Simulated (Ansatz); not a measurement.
The reference is CdS in the zinc blende structure (space group F-43m, No. 216).

```xyz
2
Lattice="0.0000 2.9633 2.9633 2.9633 0.0000 2.9633 2.9633 2.9633 0.0000" Properties=species:S:1:pos:R:3 pbc="T T T"
S      4.4450     4.4450     4.4450
Cd     0.0000     0.0000     0.0000
```

Levels (all Ansatz, an electronic-structure program, PAW): PBE (420 eV, no spin-orbit coupling); HSE06 (420 eV, no SOC).

The geometry is relaxed with PBE.

| Item | Result |
|---|---|
| PBE lowest conduction level above the VBM at special points | Γ 1.04 eV; L 2.94 eV; X 3.63 eV |

Problem. How does going to HSE06 change the lowest conduction level above the VBM at special points?

Solution. The lowest conduction level above the VBM at special points becomes Γ 2.04 eV; L 4.02 eV; X 4.52 eV (PBE: Γ 1.04 eV; L 2.94 eV; X 3.63 eV).

Single points use the geometry relaxed with PBE. The levels and masses belong to the bands next to the band gap. No phonon test of stability was made.
